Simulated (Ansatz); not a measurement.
## Input and output of a self-consistent single point for V (Im-3m, 1 atom in the cell) (Ansatz)

Computed with PBE (plane waves, PAW; Ansatz, a program for electronic structure).

Input:

Ansatz 0.2 input:
```yaml
# V
crystal:
  lattice:
    - [-1.507425, 1.507425, 1.507425]
    - [1.507425, -1.507425, 1.507425]
    - [1.507425, 1.507425, -1.507425]
  atoms:
    - { symbol: V, position: [0.000000, 0.000000, 0.000000] }
basis:
  ecutwfc: 420.0 eV
kpoints:
  mp_grid: { grid: [15, 15, 15] }
hamiltonian:
  xc: pbe
  pseudopotentials: { kind: paw }
scf:
  occupations: { method: gaussian, width: 0.1 eV }
output:
  forces: true
  eigenvalues: true
  stress: true
```

Output (repeated stretches shortened):

```
WARN ansatz: RAYON_NUM_THREADS=1 ignored (pool sized by the plan → 1); use --threads N
Pseudopotentials: kind: paw
Pseudopotential: V, paw, valence charge 13
Crystal: 1 atoms, lattice volume = 13.701 Å³
Basis set: ecut = 420 eV, 249 PW (Γ), exchange–correlation on 36×36×36 points (8 copies of the dense FFT grid, shifted against one another)
Bands: 11, of which v1, the nominal top of the filled ones, is band 7 counted from 1 (6 counted from 0)
Symmetry: 48 space group operations
Space group: Im-3m (ITA 229), of the structure as read, at distance tolerance 2.4e-5 Å
k-points: 120 of 3375
Initial density: superposition of atomic densities (neutral atoms: chi_scale 0, normalization atom), corrected by the library's trained network
Initial wavefunctions: pseudopotential atomic-orbital guess
Eigensolver: davidson
Functional: x = pbe(κ = 0.804, μ = 0.2195149727645171), c = pbe(β = 0.06672455060314922)
SCF iter   1: F=—  HF=-2912.414468 eV  |F-HF|=—  |Δ(HF+E_count)|=         —  Δρ=4.59e-3  dr2=7.81e-4  ethr=1.77e-3  ⟨swp⟩=4.0  Hψ=6661  notcnv=0
all-band conjugate gradients solve this SCF's bands
preconditioner: auto → none
SCF iter   2: F=—  HF=-2912.414454 eV  |F-HF|=—  |Δ(HF+E_count)|=   1.47e-5  Δρ=2.32e-3  dr2=1.99e-4  ethr=6.00e-6  ⟨swp⟩=1.0  Hψ=2280  notcnv=0
SCF iter   3: F=—  HF=-2912.414512 eV  |F-HF|=—  |Δ(HF+E_count)|=   5.88e-5  Δρ=2.83e-4  dr2=9.29e-6  ethr=1.53e-6  ⟨swp⟩=1.0  Hψ=1293  notcnv=0
SCF iter   4: F=—  HF=-2912.414507 eV  |F-HF|=—  |Δ(HF+E_count)|=   5.03e-6  Δρ=4.03e-5  dr2=8.29e-8  ethr=7.14e-8  ⟨swp⟩=2.9  Hψ=2089  notcnv=0
iter 5 did not close the SCF: its close was put off for the readings that it lacked (scf_convergence_deferred on its scf_iter line)
SCF iter   5: F=-2912.414507 eV  HF=-2912.414507 eV  |F-HF|=7.45e-9  |Δ(HF+E_count)|=   7.89e-8  Δρ=1.12e-5  dr2=1.30e-8  ethr=6.38e-10  ⟨swp⟩=2.0  Hψ=2069  notcnv=0
SCF iter   6: F=-2912.414507 eV  HF=-2912.414507 eV  |F-HF|=1.71e-10  |Δ(HF+E_count)|=   2.46e-9  Δρ=1.84e-6  dr2=2.97e-10  ethr=1.00e-10  ⟨swp⟩=2.5  Hψ=4025  notcnv=0
SCF 1 converged in 6 iterations: F = -2912.414507 eV  dr2 = 2.97e-10
SCF converged after 6 iterations
Free energy (F): -2912.414507 eV
Harris-Foulkes:  -2912.414507 eV  (|F-HF|=1.71e-10)
Internal energy: -2912.407051 eV  (E = F + TS)
E sigma→0 (E₀):  -2912.410779 eV
Entropy (-TS):   -0.007456 eV (-7.456 meV/atom)
Fermi energy:    16.214509 eV
--- Per-component energies (eV) ---
  E_band       = -148.711020
  E_kinetic    = 335.964433
  E_local      = -905.742143  (includes V_loc(G=0)·N_el)
  E_nonlocal   = -45.673573
  E_hartree    = 414.791056
  E_xc         = -130.364039
  E_vxc        = -165.259689  (∫ρ·V_xc dr)
  E_paw        = -1112.616699  (= ΣΔE_a)
  E_vpaw       = -197.581735  (= ΣTr[D̂ρ^β])
  E_aug_tail   = 0.000266  (compensation charges beyond the density's cutoff)
  E_ewald      = -1468.766353
  E_smearing   = -0.007456  (= −TS)
  E_closure    = 0.000000  (closes the sum)
  Σ components = -2912.414507   (vs F -2912.414507, Δ=0.00e0)
--- Forces (eV/Å), atoms counted from 1 ---
  atom   1  V     -0.00000000    -0.00000000     0.00000000
  max |Σ_I F_I| component: 3.24e-32 eV/Å
--- Stress (GPa, compression-positive) ---
       -3.380725      -0.000000       0.000000
       -0.000000      -3.380725      -0.000000
        0.000000       0.000000      -3.380725
  P = ⅓ Tr σ = -3.3807 GPa (-33.807 kbar)
  The stress holds the Pulay correction. Without it, at fixed plane waves, as pw.x and ABINIT print it: P = -3.4660 GPa
--- Band table (eV; the first three rows and the last of 120) ---
  k-point 0: bands = ["-47.5044", "-20.8292", "-20.8292", "-20.8292", "9.6495", "16.6181", "16.6181", "16.6181", "18.5902", "18.5902", "36.6060"]
  k-point 1: bands = ["-47.4965", "-20.8678", "-20.8410", "-20.8295", "9.8260", "16.5436", "16.6020", "16.7436", "18.5054", "18.5953", "36.2494"]
  k-point 2: bands = ["-47.4742", "-20.9760", "-20.8744", "-20.8302", "10.3348", "16.3386", "16.5213", "17.1087", "18.3326", "18.6143", "35.2161"]
  k-point 119: bands = ["-47.1942", "-21.4154", "-21.4081", "-21.4081", "13.3352", "13.3373", "19.7213", "19.7213", "19.8198", "25.8582", "26.4814"]
```

The run converged in 6 iterations.

The starting cell has typed, rounded lattice constants, without a prior relaxation at this level. Its lattice was rescaled by up to half a per cent. Spin polarisation is off. With a pressure of about -3 GPa the cell is away from its equilibrium volume at this level. Ansatz's pressure includes its estimate of the finite-basis (Pulay) stress.
